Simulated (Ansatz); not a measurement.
Band structure of LuTl3 (Pm-3m, 4 atoms in the cell).

```xyz
4
Lattice="4.7020 0.0000 0.0000 0.0000 4.7020 0.0000 0.0000 0.0000 4.7020" Properties=species:S:1:pos:R:3 pbc="T T T"
Lu     0.0000     0.0000     0.0000
Tl     0.0000     2.3510     2.3510
Tl     2.3510     0.0000     2.3510
Tl     2.3510     2.3510     0.0000
```

Method: PBEsol, PAW files made with PBE (plane waves; Ansatz, an electronic-structure program).

Settings: basis.ecutwfc = 420 eV; kpoints.mp_grid.grid = 5 5 5; hamiltonian.xc = pbesol; hamiltonian.pseudopotentials = {kind: paw} (an earlier, softer set of the program's PAW files); scf.occupations.method = fermi_dirac; scf.occupations.width = 0.1 eV; kpoints.band_path.npoints = 8.

The starting cell comes from a database of computed structures (which also holds hypothetical and non-ambient phases and stackings), without a prior relaxation at this level. Its lattice was rescaled by a random factor within 2.5 % of one. Spin-orbit coupling is off.

Levels in eV from the Fermi level, bands 29 to 36:
```json
[
 {"point": "Γ", "29": "-3.78", "30": "-1.40", "31": "-1.40", "32": "-1.40", "33": "2.32", "34": "2.50", "35": "2.50", "36": "2.50"},
 {"point": "X", "29": "-3.15", "30": "-1.02", "31": "-1.02", "32": "-0.51", "33": "0.55", "34": "1.74", "35": "1.74", "36": "2.44"},
 {"point": "M", "29": "-5.63", "30": "-3.84", "31": "0.02", "32": "0.02", "33": "1.25", "34": "2.12", "35": "2.35", "36": "2.35"},
 {"point": "R", "29": "-5.66", "30": "-3.22", "31": "-2.36", "32": "-2.36", "33": "-2.36", "34": "0.90", "35": "3.11", "36": "3.11"}
]
```

Bands cross the Fermi level along this path, so the cell is metallic at this level.

Keys are those of Ansatz 0.2.
